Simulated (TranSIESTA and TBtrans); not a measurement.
**Ag chain with one Au atom in place of Ag**

Device: Ag chain with one Au atom in place of Ag. Leads: straight Ag chain, spacing 2.809 Å. Geometry: 3 atoms about the centre moved by SIESTA (PBE, DZP) to a largest force of 0.03 eV/Å, all others as built, motion along the axis alone.

TranSIESTA and TBtrans, PBE, DZP numerical orbitals (energy shift 0.15 eV), PseudoDojo norm-conserving scalar-relativistic potentials, mesh cutoff 200 Ry, 300 K, no spin polarisation, no spin-orbit coupling; self-consistent non-equilibrium Green functions.

```
Property                           Value
---------------------------------  -----
Conductance at 300 K (G0 = 2e²/h)   0.87
Mean T from −0.5 to 0.5 eV          0.86
```

Energies count from the leads' Fermi level. Transmissions are for one spin of a degenerate pair. The energy step is 0.01 eV; narrower resonances are cut or missed.

```
E (eV)     T  lead channels
------  ----  -------------
-2.00   1.69      band edge
-1.80   1.49              3
-1.60   0.15              1
-1.40      0              0
-1.20      0              0
-1.00      0              0
-0.80   0.37              1
-0.60   0.79              1
-0.40   0.82              1
-0.20   0.86              1
0.00    0.87              1
0.20    0.87              1
0.40    0.87              1
0.60    0.87              1
0.80    0.88              1
1.00    0.89              1
1.20    0.91              1
1.40    0.92              1
1.60    0.93              1
1.80    0.94              1
2.00    0.95              1
```

The straight chain is held at its spacing; free chains may zigzag or dimerise. No spin-polarised start was tried, so a magnetic state, if there is one, is missed. Spin-orbit coupling, left out here, matters for the heavy atoms.
